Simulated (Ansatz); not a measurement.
The starting structures come from a database of crystals and need not be the phases stable at ambient conditions.

By PBEsol, the system below comes out a metal.

Consider the following.

```
CELL_PARAMETERS angstrom
      4.08781     0.00000     0.00000
      0.00000     4.08781     0.00000
      0.00000     0.00000     3.96518
ATOMIC_POSITIONS crystal
  Sc 0.00000 0.00000 0.00000
  Al 0.50000 0.00000 0.50000
  Al 0.00000 0.50000 0.50000
  Al 0.50000 0.50000 0.00000
```

Space group of this cell: P4/mmm. The cell is strained (lengths along the current scaled by 0.97, ions clamped); by PBEsol its mean pressure is 1.8 GPa.

The current flows along the normal of the first two printed cell vectors, the (001) (indices of the unstrained crystal) plane of the conventional cell. No spin-orbit coupling; the value is a mean over 0.1 eV about the Fermi level.

Give the ballistic conductance per area that PBEsol run with Ansatz (a first-principles code) yields.

0.62 × 10¹⁵ S/m² for both spins.
